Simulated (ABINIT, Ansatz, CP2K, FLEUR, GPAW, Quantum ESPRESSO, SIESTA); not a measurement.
**One structure in several programs: As (R-3m, 2 atoms in the cell)**

Self-consistent single point.

```
As
1.0
    3.68036    -1.88000     0.00000
    3.68036     1.88000     0.00000
    2.72002     0.00000     3.11142
As
2
Direct
  0.22700   0.22700   0.22700
  0.77300   0.77300   0.77300
```

All programs got the same cell, k-point mesh and kind of occupations (in Ansatz's words: kpoints.mp_grid.grid = 7 7 7; scf.occupations.method = fermi_dirac; scf.occupations.width = 0.05 eV); potentials, basis and cutoffs are each program's usual ones.

| code | model | pressure (GPa) | largest force (eV/Å) | k-points | cutoff |
|---|---|---|---|---|---|
| ABINIT | PBE, norm-conserving pseudopotentials (PseudoDojo nc-sr-05 PBE standard) | 3.23 | 0.208 | 44 | 42 Ha |
| CP2K | PBE, GPW, DZVP-MOLOPT-PBE-GTH basis, GTH-PBE potentials (POTENTIAL_UZH) | 3.91 | 0.285 | 172 | grid 400 Ry |
| FLEUR | PBE, all-electron FLAPW (FLEUR), scalar-relativistic valence | – | 0.296 | 44 | Kmax 3.5 1/bohr |
| Quantum ESPRESSO | PBE, PSlibrary PAW (PBE) pseudopotentials | 3.25 | 0.234 | 100 | 30 Ry |
| GPAW | PBE, GPAW PAW datasets PBE (gpaw-data 1.0.1) | 3.32 | 0.245 | 44 | 550 eV |
| SIESTA | GGA PBE, numerical atomic orbitals TZP, PseudoDojo PBE standard norm-conserving potentials (rewritten from UPF to PSML) | 6.99 | 0.990 | 172 | grid 300 Ry |
| Ansatz | PBE, default PAW files | 3.11 | 0.195 | 44 | default |

A dash marks a value that a program does not give, or that is left out as unsure.

The spread over the programs that give each value: pressure within 3.88 GPa; largest force within 0.795 eV/Å.

The starting cell has typed, rounded lattice constants, without a prior relaxation at this level. On Ansatz's run: In the base run, with a pressure of about 3 GPa the cell is away from its equilibrium volume at this level.

Why do the programs differ, and what cannot be compared?

Differences of this kind can come from the potentials, where these differ, and from what each basis and cutoff leave unconverged. The valence holds different numbers of electrons (ABINIT 30, CP2K 10, FLEUR 30, Quantum ESPRESSO 10, GPAW 10, SIESTA 30, Ansatz (a quantum-chemistry and plane-wave program) 30). The zero of total energies and Fermi levels follows the potentials and each program's conventions, so they are not compared here. CP2K and SIESTA use small atom-centred bases, whose incompleteness enters pressures, forces and empty levels differently from a plane-wave cutoff. FLEUR treats all electrons, but the usual bases taken here (sphere radii, linearisation, local orbitals, empty states) were not tested for convergence, so the values are no reference for the others. Ansatz's pressure is given at a fixed set of plane waves, as the other plane-wave codes print theirs. The programs reduce the same mesh by symmetry to different extents, which changes the work and not the result. In the pressure, SIESTA (by 3.75) lies more than 1 GPa from the median of the plane-wave programs. In the force vectors, SIESTA (by 0.769) lies more than 0.08 eV/Å from the median of the plane-wave programs.

Left out of this page: PySCF and Elk (not drawn, or without a comparable value).

Keys are those of Ansatz 0.2.
